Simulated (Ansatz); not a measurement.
System: TiAl3 (I4/mmm, No. 139). Method: r²SCAN in Ansatz (PAW).

Run with plane-wave cutoff 500 eV, 20×20×20 k mesh, Fermi–Dirac smearing 0.1 eV, no spin polarisation, scalar-relativistic PAW data made under PBE.

Computed at the level's own relaxed cell.

Task: Give the computed volume per atom, equilibrium lattice constant a and c axis length.

Result: 
* **volume per atom**: 15.66 Å³/atom
* **equilibrium lattice constant a**: 3.826 Å
* **c axis length**: 8.554 Å

The run finds no gap.

Measured, for comparison: equilibrium volume per atom 15.93 Å³/atom (temperature not stated, no zero-point or thermal correction; as tabulated in P. Norby and A. Norlund Christensen, Acta Chemica Scandinavica A40, 157 (1986)). Computed (rounded) less measured: equilibrium volume per atom -1.7 %. A static lattice is as a rule a little smaller and stiffer than an uncorrected measurement, which narrows the difference in the equilibrium volume per atom and would widen misses of the other sign.

The computed numbers hold no vibrational or temperature effects.

It cost very roughly 3 core-minutes of CPU time.

Ansatz is a first-principles code.
